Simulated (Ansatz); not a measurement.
Consider a 24-atom supercell of ZnO in the wurtzite structure (space group P6_3mc, No. 186; a = 3.230 Å, c = 5.215 Å) at its relaxed geometry.

Method: DFT with PBEsol, PAW potentials and a 420 eV plane-wave cutoff in Ansatz (a quantum-chemistry and plane-wave program), no spin-orbit coupling.

Before the change:

| Item | Result |
|---|---|
| Mean distance from the defect site to its nearest host atoms | 197 pm |
| Pressure | 0.0 GPa |

Modification: a neutral Si on a Zn site, atoms relaxed at fixed cell, starting from a slightly rattled geometry.

Tabulated Pauling electronegativity and covalent radius: Zn 1.65, 1.22 Å; Si 1.90, 1.11 Å.

What happens to the total moment of the cell, mean distance from the defect site to its nearest host atoms, largest displacement of a host atom from its site in the perfect cell and pressure?

The total moment of the cell is 0.0 μB; the mean distance from the defect site to its nearest host atoms falls by 30 pm (197 pm → 167 pm); the largest displacement of a host atom from its site in the perfect cell comes out as 0.32 Å; the pressure goes from zero to 1.3 GPa.

The magnetic state is the one reached from the starting moments; the real material's order can differ, and small cells can't hold many antiferromagnetic ones. The cell is small, so the values are those of an ordered compound at a high defect concentration; dilute-limit values will differ. The mesh was chosen for an insulator and is coarse for the gapless case. Seeded moments were not kept for Si on a Zn site. The defect cell is spin-polarised and ends with 0.0 μB.
